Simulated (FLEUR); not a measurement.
A self-consistent single point of NaF (Fm-3m, 2 atoms in the cell) with FLEUR.

Level of theory: PBE, all-electron FLAPW (FLEUR), scalar-relativistic valence in FLEUR.

The change in words: lattice scaled by 0.98. Reference geometry:
```
NaF
1.0
    0.00000     2.29047     2.29047
    2.29047     0.00000     2.29047
    2.29047     2.29047     0.00000
Na F
1 1
Direct
  0.00000   0.00000   0.00000
  0.50000   0.50000   0.50000
```

Reference input (self-consistent single point, DFT, PBE, all-electron FLAPW (FLEUR), scalar-relativistic valence): Kmax = 4.3 1/bohr; GmaxXC = 17.2 1/bohr; xcFunctional = pbe; jspins = 1; l_soc = F; mode = hist; fermiSmearingEnergy = 0.00073499 Htr; mesh (inpgen div1-3) = 6 6 6; inpgen gamma flag = true; Gmax = 17.2 1/bohr; numbands = 0; maxIterBroyd = 25. This run's input differs from it in these lines:

```diff
@@ -3,5 +3,5 @@
 &input film=f /
-0.0000000000 2.2904670000 2.2904670000
-2.2904670000 -0.0000000000 2.2904670000
-2.2904670000 2.2904670000 -0.0000000000
+0.0000000000 2.2446580000 2.2446580000
+2.2446580000 0.0000000000 2.2446580000
+2.2446580000 2.2446580000 0.0000000000
 1.8897261246
@@ -43,5 +43,5 @@
          <bravaisMatrix>
-            <row-1>    0.0000000000000000     4.3283553274341884     4.3283553274341884</row-1>
-            <row-2>    4.3283553274341884     0.0000000000000000     4.3283553274341884</row-2>
-            <row-3>    4.3283553274341884     4.3283553274341884     0.0000000000000000</row-3>
+            <row-1>    0.0000000000000000     4.2417888633923866     4.2417888633923866</row-1>
+            <row-2>    4.2417888633923866     0.0000000000000000     4.2417888633923866</row-2>
+            <row-3>    4.2417888633923866     4.2417888633923866     0.0000000000000000</row-3>
          </bravaisMatrix>
```

Output, abridged:

```
 Iteration:     1   Distance:      17.37089369 me/bohr^3
 Iteration:     2   Distance:      14.84714323 me/bohr^3
 Iteration:     3   Distance:       4.95980970 me/bohr^3
 Iteration:     4   Distance:       5.41575783 me/bohr^3
 Iteration:     5   Distance:       1.03871639 me/bohr^3
   [... 5 lines left out ...]
 Iteration:    11   Distance:       0.00109660 me/bohr^3
 Iteration:    12   Distance:       0.00015212 me/bohr^3
 Iteration:    13   Distance:       0.00007899 me/bohr^3
 Iteration:    14   Distance:       0.00000563 me/bohr^3
 Run finished successfully
 Stop message:
   Structural relaxation: Done

[file out, last iteration]
             iter=     15
[...]
          total density-effective poten   -3.9557606181E+02
          total charge density-energy d   -2.4881482074E+01
 Updated energy parameters for spin:           1
[...]
 fermi energy and band-weighting factors:

[...]
FERMIE:
          first approx. to ef    (T=0)  :  -0.041767 htr   (energy of the highest occ. eigenvalue)
          number of occ. states  (T=0)  :        128
          first approx. to seigv (T=0)  :  -9.799944 htr
          sum of weights of occ. states :   8.000000
          sum of semicore charge        :   0.000000 e
FERHIS:  Fermi-Energy by histogram:
          bandgap                     :   0.261050 htr
   [... lines left out ...]
          charge neutrality (T=0)     :   0.000000    (zero if the highest occ. eigenvalue is "entirely" occupied)
 Direct bandgap for spin            1 :   0.26104951642829655       Htr
 ---->    free energy=                      -262.4420684902 htr
   [... lines left out ...]
      extrapolation for T->0
 ---->    total electron energy=            -262.4420684902 htr
 ***** TOTAL FORCES ON ATOMS *****
 TOTAL FORCE FOR ATOM TYPE=  1  X=  0.000   Y=  0.000   Z=  0.000
                       FX_TOT= 0.000000 FY_TOT= 0.000000 FZ_TOT= 0.000000
 TOTAL FORCE FOR ATOM TYPE=  2  X=  4.242   Y=  4.242   Z=  4.242
                       FX_TOT= 0.000000 FY_TOT= 0.000000 FZ_TOT= 0.000000
 Structural relaxation: Done
```

The run converged in 14 iterations. FLEUR gives forces in its relaxation mode, with a further iteration, so its stop message speaks of a relaxation. Against the reference run the free energy rises by 28.4 meV/atom and the gap on the mesh goes from 6.717 to 7.104 eV.

The starting cell comes from a database of computed structures (which also holds hypothetical and non-ambient phases and stackings), without a prior relaxation at this level. Its lattice was rescaled by a random factor within 2.5 % of one. For this run, on top of that: lattice scaled by 0.98. Values depend on the basis (sphere radii, cutoffs, local orbitals), which need not be converged.
